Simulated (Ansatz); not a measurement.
# BN under a change: tensor shear ε_xz = +1.67 %

The parent structure is BN in the wurtzite structure (space group P6_3mc, No. 186; a = 2.523 Å, c = 4.175 Å). Axes: x lies along a and z along c of the hexagonal cell.

One thing is altered: tensor shear ε_xz = +1.67 % (engineering shear γ = 0.0334), atoms relaxed at fixed cell.

Calculations: Kohn–Sham DFT with the LDA functional, run in Ansatz (a program for electronic structure) with PAW and 420 eV plane waves, without spin-orbit coupling. k-mesh 15×15×8 (Γ-centred); smearing 0.05 eV (Fermi–Dirac).

```json
[
 {"quantity": "volume per atom", "base": "5.76 Å³", "changed": "5.75 Å³", "shift": "-0.002 Å³"},
 {"quantity": "shortest interatomic distance", "base": "1.548 Å", "changed": "1.538 Å", "shift": "-0.010 Å"},
 {"quantity": "energy relative to the base (free energy F)", "base": "0 meV/atom", "changed": "+6.9 meV/atom", "shift": "+6.9 meV/atom"},
 {"quantity": "pressure (mean of the normal stresses, compression positive)", "base": "0.00 GPa", "changed": "0.17 GPa", "shift": "+0.17 GPa"},
 {"quantity": "band gap", "base": "4.93 eV", "changed": "4.87 eV", "shift": "-0.06 eV"},
 {"quantity": "gap character", "base": "–", "changed": "indirect, Γ → k = (1/3, 1/3, 0) in the run's primitive reciprocal basis", "shift": "–"},
 {"quantity": "smallest direct gap", "base": "8.29 eV", "changed": "8.21 eV", "shift": "-0.074 eV"},
 {"quantity": "electron mass", "base": "0.30 mₑ along c, 0.50 mₑ across (at K)", "changed": "0.29 mₑ along z, 0.49 mₑ across (off the special points)", "shift": "–"},
 {"quantity": "valence-band top at Γ (three highest levels, from the VBM)", "base": "0.00, 0.00, -0.29 eV", "changed": "0.00, -0.07, -0.43 eV", "shift": "–"},
 {"quantity": "stress (xx, yy, zz, yz, xz, xy; compression positive)", "base": "–", "changed": "(-0.01, 0.20, 0.30, 0.00, -11.51, 0.00) GPa", "shift": "–"}
]
```

Final structure:

```
CELL_PARAMETERS angstrom
      2.52320     0.00000     0.04214
     -1.26160     2.18516    -0.02107
      0.06972     0.00000     4.17514
ATOMIC_POSITIONS crystal
  B  0.33249 0.66656 0.00033
  B  0.66593 0.33344 0.50033
  N  0.33435 0.66712 0.37467
  N  0.66723 0.33288 0.87467
```

The cells carry an imposed strain or load. Masses are band curvatures over ±0.01 Å⁻¹ around the edge. Stability against distortions was not tested. Labels are those of the standard path for the cell's own space group.
